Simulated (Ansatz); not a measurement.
How the cohesive energy of As (model structure, Fd-3m, No. 227, 2 atoms in the cell) moves with the method

No measured value is used here.

```tsv
level (code)	value (eV/atom)	cell (Å³/atom)
LDA (Ansatz)	[?]	26.53
PBE (Ansatz)	2.65	28.54
PBEsol (Ansatz)	3.02	27.18
PBE-D3(BJ) (Ansatz)	2.96	27.34
r²SCAN (Ansatz)	2.45	27.86
r²SCAN+rVV10 (Ansatz)	[?]	27.47
```

Q: Complete the blanks.

A: 
- LDA (Ansatz, an electronic-structure program), value (eV/atom): 3.59
- r²SCAN+rVV10 (Ansatz), value (eV/atom): 2.62

Each level is taken at its own relaxed cell. Cutoffs differ between the levels. Ansatz's density-functional and Hartree–Fock values are scalar-relativistic unless marked +SOC, with PAW data made under PBE.

A model structure was made by putting elements into a prototype or built by hand; it is no filed structure, need not be a known phase, and can be a saddle point held by its symmetry.
